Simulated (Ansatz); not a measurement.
An Ansatz (an electronic-structure program) input (DFT with r2SCAN, PAW potentials and a 500 eV plane-wave cutoff in Ansatz, no SOC):

Ansatz 0.2 input:
```yaml
crystal:
  lattice:
    - [0, 3.3116809925, 3.3116809925]
    - [3.3116809925, 0, 3.3116809925]
    - [3.3116809925, 3.3116809925, 0]
  atoms:
    - { symbol: Cd, position: [0, 0, 0] }
    - { symbol: Te, position: [0.25, 0.25, 0.25] }
basis: { ecutwfc: 500, ecutrho_ratio: 4, xc_grid: 4, fft_grid_basis: typed }
kpoints: { mp_grid: { grid: [9, 9, 9] } }
hamiltonian:
  xc: r2scan
  dispersion: none
  pseudopotentials: { kind: paw }
scf: { occupations: { method: fermi_dirac, width: 0.05 }, convergence: { dr2_threshold: 0.0000000002 } }
relax: { f_tol: 0.005, max_steps: 50 }
output: { forces: true, stress: true }
checkpoint: { write: state.ck, write_every: 1000 }
```

### Question
Which symmetry and how many k-points will the program report, and about how many plane waves at Γ?

### Answer
Space group F-43m (ITA 216) with 24 operations, k-points 35 of 729, and 1837 plane waves at Γ.

### Question
And the final pressure?

### Answer
-1.13 GPa (compression positive).

The cells carry an imposed strain or load. No phonon test of stability was made. The cell was made from CdTe in the zinc blende structure (space group F-43m, No. 216) by this change: isotropic strain +1.00 %.
